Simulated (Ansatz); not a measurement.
The parent structure is WC (space group P-6m2, No. 187; relaxed with 0.1 eV smearing).

```
WC
1.0
    2.88431     0.00000     0.00000
   -1.44215     2.49788     0.00000
    0.00000     0.00000     2.81153
W C
1 1
Direct
  0.00000   0.00000   0.00000
  0.33333   0.66667   0.50000
```

Cartesian axes are those of the cell as printed.

The values are results of plane-wave PAW DFT at the LDA level (Ansatz, a quantum-chemistry and plane-wave program, 420 eV), no SOC, not measurements.

The change: the cell is scaled by 1.0150 in all directions; the atoms relax in the strained cell.

Problem. Predict the stress tensor and what it implies for the stiffness.

Solution. Stress of the strained cell less that of the base (GPa, compression positive):
```
  -16.3     0.0     0.0
    0.0   -16.3     0.0
    0.0     0.0   -19.1
```

Then B = −ΔP/(ΔV/V₀) with ΔV/V₀ = 0.0457 gives secant stiffness values (nonlinear terms included at this strain): B (at held cell shape, above the free-shape value) ≈ 378 GPa.

As a check, the harmonic strain energy −½ V₀ Δσ:ε is 25 meV/atom; the computed energy rise is 26 meV/atom.

Stability against distortions was not tested. The final runs are not spin-polarised.
